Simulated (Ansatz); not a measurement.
**GaAs: alloy series**

The reference is GaAs in the zinc blende structure (space group F-43m, No. 216).

```
CELL_PARAMETERS angstrom
      0.00000     2.83335     2.83335
      2.83335     0.00000     2.83335
      2.83335     2.83335     0.00000
ATOMIC_POSITIONS crystal
  As 0.75000 0.75000 0.75000
  Ga 0.00000 0.00000 0.00000
```

The other end (x = 1) is GaN in the zinc blende structure (space group F-43m, No. 216): 11.37 Å³/atom, gap 2.17 eV; this end may not be an ambient phase.

N replaces a fraction x of As; each row is one arrangement (x, atoms in the cell, starting space group or random), fully relaxed.

Computed with r2SCAN (Ansatz, a program for electronic structure, PAW, no spin-orbit coupling).

Question: Only one of these keeps a band gap. Which?
A. x(N) = 0.25, 8 atoms, P-4m2
B. x(N) = 0.75, 8 atoms, P-43m
C. x(N) = 0.75, 8 atoms, Cm

Answer: A, x(N) = 0.25, 8 atoms, P-4m2. Computed: x(N) = 0.75, 8 atoms, Cm: zero; x(N) = 0.25, 8 atoms, P-4m2: 0.17 eV; x(N) = 0.75, 8 atoms, P-43m: zero

Each cell is one ordered arrangement of few atoms, which overstates ordering effects compared with a random alloy. Whether these cells are dynamically stable was not tested. All final runs are without spin polarisation. This is not the structure that GaN has at room temperature and ambient pressure. The zero or small gap of Ga4AsN3 and Ga4As3N can change with the level of theory.
